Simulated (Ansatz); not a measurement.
The starting structures come from a database of crystals and need not be the phases stable at ambient conditions.

By PBEsol, the system below comes out a metal.

A figure of merit of an interconnect metal is its ballistic conductance per area.

```yaml
crystal:
  lattice:
    - [4.40917, 0.00000, 0.00000]
    - [0.00000, 5.51517, 0.00000]
    - [0.00000, -2.75759, 4.77628]
  atoms:
    - { symbol: Ir, position: [0.25000, 0.83378, 0.66756] }
    - { symbol: Ir, position: [0.75000, 0.16622, 0.33244] }
    - { symbol: Ir, position: [0.75000, 0.66756, 0.83378] }
    - { symbol: Ir, position: [0.25000, 0.33244, 0.16622] }
    - { symbol: Ir, position: [0.25000, 0.83378, 0.16622] }
    - { symbol: Ir, position: [0.75000, 0.16622, 0.83378] }
    - { symbol: W, position: [0.25000, 0.33333, 0.66667] }
    - { symbol: W, position: [0.75000, 0.66667, 0.33333] }
```

Space group of this cell: P6_3/mmc. The cell is taken as given; by PBEsol its mean pressure is -5.8 GPa.

The current flows along the normal of the first two printed cell vectors, the (100) plane of the conventional cell. No spin-orbit coupling; the value is a mean over 0.1 eV about the Fermi level.

Q: Give the ballistic conductance per area that PBEsol (Ansatz, a first-principles code) yields.

A: 0.65 × 10¹⁵ S/m² for both spins.
